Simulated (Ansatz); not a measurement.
N interstitial (wurtzite AlN host)

Calculation: PBE, PAW (plane waves to 420 eV; Ansatz, a first-principles code). Cell: 192 sites, 4×2×3 repeats of a cell of 8 atoms; final energies on a 2×2×1 shifted mesh. Site at the start: void with 3N nearest. Energies of charged states are corrected for periodic images (point charge plus alignment at distant sites). Dielectric constants: PBE linear response of the host. Host gap at this level: 4.03 eV. These values are not converged in cell size to better than tenths of an eV. The semilocal functional narrows the gap, so deep levels can fall outside it. Spin–orbit coupling is left out. Each state is the lowest found from its start.

Formation energies E_f are given with the Fermi level at the valence-band maximum. Chemical conditions: Al-rich (Δμ(N) = -2.74 eV; only phases computed here count, gases as isolated molecules at 0 K); N-rich (Δμ(N) = 0.00 eV; only phases computed here count, gases as isolated molecules at 0 K). Reference phases: N: N2 molecule in a box.

The name describes the start; the neighbours show where the atoms ended.

Charges with a result: +2, +1, 0, −1, −2. Others weren't obtained, and one of them could lie lower, also by skipping a charge.

```json
[
 {"charge": "+2†", "moment (μB)": "1.0", "largest move off a lattice site (Å)": "0.74", "neighbours of the last N atom of the defect at the end (Å)": "N 1.21, Al 1.89, Al 2.47, Al 2.47, N 2.52, N 2.52", "image correction with alignment (eV)": "0.76", "E_f, Al-rich (eV)": "–", "E_f, N-rich (eV)": "–", "above the lowest spin state (eV)": "0.00"},
 {"charge": "+1", "moment (μB)": "2.0", "largest move off a lattice site (Å)": "0.64", "neighbours of the last N atom of the defect at the end (Å)": "N 1.28, Al 1.90, Al 1.93, Al 2.63, N 2.64, Al 2.65", "image correction with alignment (eV)": "0.22", "E_f, Al-rich (eV)": "6.04", "E_f, N-rich (eV)": "3.30", "above the lowest spin state (eV)": "0.00"},
 {"charge": "+1", "moment (μB)": "not spin-polarised", "largest move off a lattice site (Å)": "0.70", "neighbours of the last N atom of the defect at the end (Å)": "N 1.29, Al 1.89, Al 2.03, Al 2.22, N 2.63, N 2.68", "image correction with alignment (eV)": "0.22", "E_f, Al-rich (eV)": "6.78", "E_f, N-rich (eV)": "4.05", "above the lowest spin state (eV)": "0.74"},
 {"charge": "0", "moment (μB)": "1.0", "largest move off a lattice site (Å)": "0.74", "neighbours of the last N atom of the defect at the end (Å)": "N 1.39, Al 1.83, Al 1.97, Al 2.03, N 2.59, N 2.75, N 2.76", "image correction with alignment (eV)": "0.00", "E_f, Al-rich (eV)": "7.59", "E_f, N-rich (eV)": "4.85", "above the lowest spin state (eV)": "0.00"},
 {"charge": "−1", "moment (μB)": "not spin-polarised", "largest move off a lattice site (Å)": "0.91", "neighbours of the last N atom of the defect at the end (Å)": "N 1.51, Al 1.82, Al 1.87, Al 1.88", "image correction with alignment (eV)": "0.12", "E_f, Al-rich (eV)": "9.29", "E_f, N-rich (eV)": "6.56", "above the lowest spin state (eV)": "0.00"},
 {"charge": "−2*", "moment (μB)": "quenched", "largest move off a lattice site (Å)": "0.92", "neighbours of the last N atom of the defect at the end (Å)": "N 1.51, Al 1.82, Al 1.87, Al 1.87", "image correction with alignment (eV)": "–", "E_f, Al-rich (eV)": "–", "E_f, N-rich (eV)": "–", "above the lowest spin state (eV)": "0.00"}
]
```

* At this level the carrier isn't localised at the defect: at charge −2 electrons occupy the conduction band. Such a state is shallow or no state of the defect, and this cell gives it no level.

† Not settled in this cell, so no level is given: charge +2: level within 0.1 eV of a band edge or past it.

Starting moments that weren't kept: charge −2 began with 1 μB and ended with 0.0.

Transition levels above the valence-band maximum: ε(+1/0) = 1.55 eV; ε(0/−1) = 1.71 eV. On the lower envelope of the bound states, inside the gap: (+1/0) at 1.55 eV; (0/−1) at 1.71 eV.

Flagged in the runs: a host whose relaxation on this sampling wasn't shown to rest.
